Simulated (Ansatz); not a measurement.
We consider Ti4AlN3 (P6₃/mmc, No. 194), described by PBEsol-D3(BJ) (Ansatz, a program for electronic structure, PAW).

Settings: plane-wave cutoff 520 eV, 24×24×4 k mesh (along the axes of the cell as run), Fermi–Dirac smearing 0.05 eV, no spin polarisation, scalar-relativistic PAW data made under PBE.

Shape and atoms are relaxed at each volume.

Pressure at four volumes; x = ln(V/10.729 Å³). One pressure is withheld.

```csv
V (Å³/atom),x,P (GPa)
10.299,-0.0409,10.11
10.729,0.0000,0.00
10.943,0.0197,-4.30
11.158,0.0392,?
```

Problem. Pass a parabola P(x) through the three rows shown, estimate the bulk modulus and its pressure derivative near zero pressure, and predict the withheld pressure.

Solution. Slopes between the rows: (0.00 − (10.11))/(0.0000 − (-0.0409)) = -247.19 and (-4.30 − (0.00))/(0.0197 − (0.0000)) = -218.27 GPa. Their difference over the span 0.0606 is c = 28.92/0.0606 = 477.2 GPa, so P(x) = 10.11 + (-247.19)(x − (-0.0409)) + 477.2 (x − (-0.0409))(x − (0.0000)). At the middle row B = −dP/dx = −[-247.19 + 477.2 × 0.0409] = 227.7 GPa, and B′ = dB/dP = 2c/B = 4.2. At x = 0.0392 the parabola gives -8.19 GPa; the run gives -8.15 GPa. The Birch–Murnaghan fit to the energies at all volumes has B0 = 227 GPa and B′ = 4.4.

Measured, for comparison: bulk modulus 216 ± 2 GPa (room temperature, no zero-point or thermal correction; as tabulated in High pressure study of Ti4AlN3 to 55 GPa). Computed (rounded) less measured: bulk modulus +5 %. A static lattice is as a rule a little smaller and stiffer than an uncorrected measurement, which narrows the difference in the bulk modulus and would widen misses of the other sign.

Note: the run has no spin polarisation, so it can have missed a magnetic state; the volume lies 5 % below that of the published cell; the bulk modulus comes from volumes at which shape and atoms were relaxed.
